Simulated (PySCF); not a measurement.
PySCF 2.14.0, TPSSH/def2-svp, df: Si(Cl)2 (Cl[Si]Cl), 3 atoms. The geometry is a generated start, not checked to be a minimum at this level.

```json
{
  "task": "energy",
  "method": "tpssh",
  "basis": "def2-svp",
  "two_electron_scheme": "density fitting",
  "mol.max_memory": "3000 MB",
  "mf.max_cycle": "100",
  "mf.init_guess": "minao (default)",
  "mf.DIIS": "CDIIS (default)",
  "mf.diis_space": "8 (default)",
  "mf.conv_tol": "1e-09 (default)",
  "mf.grids.level": "3 (default)",
  "basis_functions": "54",
  "grid_points": "56944"
}
```

```xyz
3

Si     0.0486    -0.0425     0.8665
Cl     1.0098     1.2229    -0.4304
Cl    -1.0584    -1.1804    -0.4362
```

One run each on 2 threads, 1 BLAS thread. Values of level_shift (Hartree) tried: 0 (default), 0.1, 0.3, 1.

Q: How does the count of Fock builds change with level_shift (Hartree), and where is it least?

A: Fewest Fock builds, within one of each other: 0 (default) with 11, 0.1 with 11. The count rises to 37 at 1. All converge to one solution.

```
level_shift (Hartree)  Fock builds            end
---------------------  -----------  -------------
0 (default)                     11  same solution
0.1                             11  same solution
0.3                             16  same solution
1                               37  same solution
```
